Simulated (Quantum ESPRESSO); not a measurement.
A self-consistent single point of AlCo3C (Pm-3m, 5 atoms in the cell) with Quantum ESPRESSO.

Computed with BLYP, PseudoDojo standard norm-conserving (PBE) pseudopotentials (plane waves; Quantum ESPRESSO 7.5).

```
AlCo3C
1.0
    3.78583     0.00000     0.00000
    0.00000     3.78583     0.00000
    0.00000     0.00000     3.78583
Al Co C
1 3 1
Cartesian
  0.00000   0.00000   0.00000
  0.00000   1.89291   1.89291
  1.89291   0.00000   1.89291
  1.89291   1.89291   0.00000
  1.89291   1.89291   1.89291
```

Reference input (self-consistent single point, DFT, LDA (PW92), plane waves, PseudoDojo standard norm-conserving (LDA) pseudopotentials): ecutwfc = 100 Ry; occupations = smearing; smearing = marzari-vanderbilt; degauss = 0.0099958 Ry; potentials = {Al: Al.upf, Co: Co.upf, C: C.upf}; K_POINTS = automatic 6 6 6 0 0 0; conv_thr = 1e-10 Ry. This run's input differs from it in these lines:

```diff
@@ -15,2 +15,3 @@
    degauss = 0.0099958,
+   input_dft = 'blyp',
 /
```

Its files differ too (potentials: PseudoDojo standard norm-conserving (PBE)).

Log, with long lists cut:

```
     Self-consistent Calculation

     iteration #  1     ecut=   100.00 Ry     beta= 0.70

     Threshold (ethr) on eigenvalues was too large:
     Diagonalizing with lowered threshold

     total energy              =    -933.92611115 Ry
     estimated scf accuracy    <       0.53185457 Ry

     iteration #  2     ecut=   100.00 Ry     beta= 0.70

     total energy              =    -934.00347915 Ry
     estimated scf accuracy    <       0.98062881 Ry

     iteration #  3     ecut=   100.00 Ry     beta= 0.70

     total energy              =    -934.17374021 Ry
     estimated scf accuracy    <       0.07042184 Ry

   [... 6 blocks of this kind left out ...]

     iteration # 10     ecut=   100.00 Ry     beta= 0.70

     total energy              =    -934.18999872 Ry
     estimated scf accuracy    <          2.8E-10 Ry

     iteration # 11     ecut=   100.00 Ry     beta= 0.70
     End of self-consistent calculation

     the Fermi energy is    15.7358 ev

!    total energy              =    -934.18999872 Ry
     estimated scf accuracy    <          6.8E-11 Ry
     smearing contrib. (-TS)   =       0.00083751 Ry
     internal energy E=F+TS    =    -934.19083623 Ry

     convergence has been achieved in  11 iterations

     Forces acting on atoms (cartesian axes, Ry/au):

     atom    1 type  1   force =     0.00000000    0.00000000    0.00000000
   [... zero for the other atoms too ...]

     Total force =     0.000000     Total SCF correction =     0.000000

          total   stress  (Ry/bohr**3)                   (kbar)     P=      -27.13
  -0.00018442   0.00000000   0.00000000          -27.13        0.00        0.00
   0.00000000  -0.00018442   0.00000000            0.00      -27.13        0.00
   0.00000000   0.00000000  -0.00018442            0.00        0.00      -27.13

   JOB DONE.
```

The run converged in 11 iterations. Against the reference run the pressure goes from -24.08 to -2.71 GPa.

The starting cell comes from a database of computed structures (which also holds hypothetical and non-ambient phases and stackings), without a prior relaxation at this level. Its lattice was rescaled by a random factor within 2.5 % of one. Spin polarisation is off.

Cost on one core of a shared machine: roughly 60 s.
